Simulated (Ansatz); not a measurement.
C vacancy + C vacancy + Si interstitial in diamond: one set of geometries, relaxed with PBE, evaluated in Ansatz (PAW, plane waves to 420 eV, 500 eV under r2SCAN) with PBE, r2SCAN.

Details: 64-site cell; 2×2×2 shifted k-points; start: the C site; C 1.55 Å away; midway between the emptied sites; energies good to tenths of an eV; relaxed from one start, so a lower configuration may exist; flagged in the runs: a doubtful potential alignment.

| quantity | PBE | r2SCAN |
|---|---|---|
| host gap (eV) | 4.13 | 4.34 |
| ε(+1/0) above the VBM (eV) | not bound | not settled |
| largest moment on one atom at charge −2 (μB) | 0.00 | 0.00 |

PBE narrows the gap by 0.21 eV against r2SCAN, the highest level run.

"Not bound" means that the carrier spreads over host band states in this cell; a shallow level, bound over tens of ångströms, can't be resolved here.

Ansatz is an electronic-structure program.
